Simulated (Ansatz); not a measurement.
A computed series for Na: element substitutions

Consider Na in the bcc (W type) structure (space group Im-3m, No. 229; a = 4.2220 Å).

Each row replaces one element on all its sites; cell and atoms are relaxed.

The values are results of plane-wave PAW DFT at the r2SCAN level (Ansatz, a first-principles code, 500 eV), spin-orbit coupling left out, not measurements.

For the base:

```
Item                  Result
-------------------  -------
Lattice parameter a  4.222 Å
```

The aim is a lattice parameter a between 3.367 Å and 3.601 Å. Which of these changes reaches it?
A. Na → K
B. Na → Li
C. Na → H

B, Na → Li. It gives 3.477 Å; Na → K gives 5.344 Å; Na → H gives 1.802 Å. Changes not listed may reach it too

No phonon test of stability was made.
